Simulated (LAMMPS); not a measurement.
LAMMPS 22 Jul 2025, classical MD, EAM (Finnis-Sinclair form) (Al_mm.eam.fs): Al, 10976 atoms.

* **task**: MD, nve
* **potential**: EAM (Finnis-Sinclair form), Al_mm.eam.fs
* **copies of the repeat unit**: 14×14×14
* **shape (slab and sphere leave vacuum in the box)**: bulk
* **steps**: 2000
* **timestep**: 2 fs
* **thermo**: 50
* **newton**: on (default)
* **atom_modify sort (bins of 2 Å where set)**: 1000 (default)
* **comm_style**: brick (default)
* **box**: 56.7 × 56.7 × 56.7 Å
* **start**: generated fcc lattice, warmed in an untimed run

All runs start from one configuration, warmed at this fixed volume for 1000 steps under a thermostat at 100 K. The run at a skin of 2 Å has a mean temperature of 99.3 K and a mean pressure of 0.3 GPa.

One run each, on a shared machine, so no times are given.

With neigh_modify every 1 delay 0 check yes, skins of 0.1, 0.3, 0.5, 1, 1.5, 2, 3 Å were run. Further schedules:
- skin 1 Å, every 10 delay 0 check yes
- skin 0.3 Å, every 100 delay 0 check no
- skin 2 Å, every 10 delay 0 check yes
- skin 2 Å, every 20 delay 0 check no
- skin 0.3 Å, every 1 delay 10 check yes
- skin 1 Å, every 1 delay 10 check yes
- skin 2 Å, every 1 delay 10 check yes

A schedule rebuilds too seldom if it shows a dangerous build, rebuilds less often than the check at every step does at that skin, or fails.

Which schedules can miss pairs here, and how do rebuilds depend on the skin?

With the check at every step the rebuilds are 556 at 0.1 Å, 202 at 0.3 Å, 118 at 0.5 Å, 0 at 1 Å, 0 at 1.5 Å, 0 at 2 Å, 0 at 3 Å. Too seldom: skin 0.3 Å, every 100 delay 0 check no; skin 0.3 Å, every 1 delay 10 check yes.

| setting | rebuilds | dangerous builds | list entries an atom | change of the total energy (meV/atom) |
|---|---|---|---|---|
| skin 0.1 Å, every 1 delay 0 check yes | 556 | — | 38.9 | under 0.001 |
| skin 0.3 Å, every 1 delay 0 check yes | 202 | — | 39.0 | under 0.001 |
| skin 0.5 Å, every 1 delay 0 check yes | 118 | — | 40.7 | under 0.001 |
| skin 1 Å, every 1 delay 0 check yes | 0 | — | 46.8 | under 0.001 |
| skin 1.5 Å, every 1 delay 0 check yes | 0 | — | 67.3 | under 0.001 |
| skin 2 Å, every 1 delay 0 check yes | 0 | — | 72.2 | under 0.001 |
| skin 3 Å, every 1 delay 0 check yes | 0 | — | 106 | under 0.001 |
| skin 1 Å, every 10 delay 0 check yes | 0 | 0 | 46.8 | under 0.001 |
| skin 0.3 Å, every 100 delay 0 check no | 20 | not counted | 39.0 | under 0.001 |
| skin 2 Å, every 10 delay 0 check yes | 0 | 0 | 72.2 | under 0.001 |
| skin 2 Å, every 20 delay 0 check no | 100 | not counted | 72.2 | under 0.001 |
| skin 0.3 Å, every 1 delay 10 check yes | 197 | 172 | 39.0 | under 0.001 |
| skin 1 Å, every 1 delay 10 check yes | 0 | 0 | 46.8 | under 0.001 |
| skin 2 Å, every 1 delay 10 check yes | 0 | 0 | 72.2 | under 0.001 |

Where the energy changes as in the checked runs, the late rebuilds cost nothing that shows in this run. List entries are as LAMMPS prints them (Ave neighs/atom).
